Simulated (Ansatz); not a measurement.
MgO (Fm-3m) under biaxial stress in (111) (compression positive): band gap by r2SCAN, rigid bands (plane waves, PAW, scalar-relativistic; Ansatz, a first-principles code). The unloaded cell, whose axes the loads refer to:

```cif
data_Mg4O4
_chemical_formula_sum 'Mg4 O4'
_space_group_name_H-M_alt 'Fm-3m'
_space_group_IT_number 225
_space_group_name_Hall '-F 4 2 3'
_cell_length_a 4.21414
_cell_length_b 4.21414
_cell_length_c 4.21414
_cell_angle_alpha 90.000
_cell_angle_beta 90.000
_cell_angle_gamma 90.000
loop_
_atom_site_label
_atom_site_type_symbol
_atom_site_symmetry_multiplicity
_atom_site_Wyckoff_symbol
_atom_site_fract_x
_atom_site_fract_y
_atom_site_fract_z
_atom_site_occupancy
Mg1 Mg 4 a 0.00000 0.00000 0.00000 1
O1 O 4 b 0.50000 0.50000 0.50000 1
```
(The calculation used a cell of 2 atoms; values per cell refer to that cell.)

```tsv
biaxial stress in (111) (compression positive) (GPa)	volume per atom (Å³)	band gap (eV)
-12	9.91	4.80
-6	9.61	5.23
-3	9.48	5.43
0	9.35	5.61
3	9.24	?
6	9.13	5.80
9	9.03	5.89
```

Q: Fit a straight line to band gap against the load over the rows given, and predict the row at 3 GPa.

A: The means are x̄ = -1.000 GPa and ȳ = 5.4600; Σ(x − x̄)(y − ȳ) = 15.30 and Σ(x − x̄)² = 300.0, so the slope is 51.0 meV per GPa, and the rows given lie within 99 meV of the line. At 3 GPa the line gives 5.66 eV; the calculation gives 5.71 eV, 0.81 % from it.

Spin-orbit coupling is left out. Stresses and pressures are the targets of the relaxation. Gaps are resolved to about 0.01 eV. The structure type is held at every load. Geometry: cell and atoms relaxed with PBEsol.
